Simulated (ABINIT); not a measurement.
## Short convergence ladders for Rb (Im-3m, 1 atom in the cell)

```
Rb
1.0
   -2.83347     2.83347     2.83347
    2.83347    -2.83347     2.83347
    2.83347     2.83347    -2.83347
Rb
1
Direct
  0.00000   0.00000   0.00000
```

Base method: LDA (PW92), PAW (JTH v2.0 LDA PAW) (plane waves; ABINIT).

Base settings: pseudos = [Rb.LDA_PW-JTH.xml]; ecut = 20 Ha; pawecutdg = 40 Ha; pawxcdev = 0; occopt = 3; tsmear = 0.1 eV; ngkpt = 3 3 3; nshiftk = 1; shiftk = 0 0 0; potentials = JTH v2.0 LDA PAW.

The count of work is k-points × plane waves × bands × iterations; it is no time. 

**The cutoff for other potential files**

Level: DFT, LDA (PW92), plane waves, norm-conserving pseudopotentials (PseudoDojo nc-sr-04 LDA standard).

In this ladder: pseudos = [Rb.upf]; pawecutdg = default; pawxcdev = default; potentials = PseudoDojo nc-sr-04 LDA standard.

The second cell is the first with its lattice scaled by 0.98.

The mesh stays at the base's, so the ladder's end is converged at best in this setting alone.

Only quantities that move along the ladder and can be compared are tabulated.

```csv
ecut,free energy less the last step's (meV/atom),energy of the compressed cell less the first (meV/atom),pressure (GPa),count of work / last
9.5 Ha,2877.31,11.37,-12.26,0.11
12 Ha,1032.84,-27.82,-7.05,0.15
15 Ha,228.18,-12.47,-2.80,0.22
18 Ha,32.65,-14.80,-1.03,0.28
21 Ha,2.60,-15.49,-0.58,0.36
25 Ha,0.82,-15.54,-0.52,0.53
32 Ha,0.28,-15.54,-0.52,0.76
42 Ha,0.00,-15.53,-0.52,1.0
```

Coarsest ecut that holds the energy of the compressed cell less the first within 0.5 meV/atom of the last step, with all finer ones: 21 Ha, at 0.36 of the last step's count of work; the step before is off by 0.73 meV/atom.

Coarsest ecut that holds the pressure within 0.1 GPa of the last step, with all finer ones: 21 Ha, at 0.36 of the last step's count of work; the step before is off by 0.51 GPa.

Coarsest ecut that holds the free energy within 5 meV/atom of the last step, with all finer ones: 21 Ha, at 0.36 of the last step's count of work; the step before is off by 33 meV/atom.

The energy difference between the two cells stays within 1 meV/atom of the last step's from 18 Ha on, the total only from 25 Ha on: much of the error is common to both cells and cancels.

At the lowest cutoff the pressure lies 11.7 GPa under the last step's, the usual sign of Pulay stress in an incomplete plane-wave basis.

**The relaxed cell against the cutoff**

In this ladder: toldfe = default; tolvrs = 1e-11; ionmov = 2; ntime = 40; tolmxf = 0.0002 Ha/bohr; optcell = 2; dilatmx = 1.08; ecutsm = 0.5 Ha. Moved along: pawecutdg.

The mesh stays at the base's, so the ladder's end is converged at best in this setting alone.

Only quantities that move along the ladder and can be compared are tabulated.

```tsv
ecut	relaxed volume (Å³/atom)	relaxation steps
10 Ha	75.809	4
12 Ha	75.572	5
14 Ha	75.492	4
17 Ha	75.891	4
20 Ha	75.843	4
24 Ha	75.882	4
30 Ha	75.917	4
40 Ha	75.933	4
```

Coarsest ecut that holds the relaxed volume within 0.076 Å³/atom of the last step, with all finer ones: 24 Ha; the step before is off by 0.090 Å³/atom.

On the base run: the starting cell has typed, rounded lattice constants, without a prior relaxation at this level. Its lattice was rescaled by up to half a per cent. Without a gap this mesh is coarse (it stands for a supercell whose shortest vector is 15 Å).
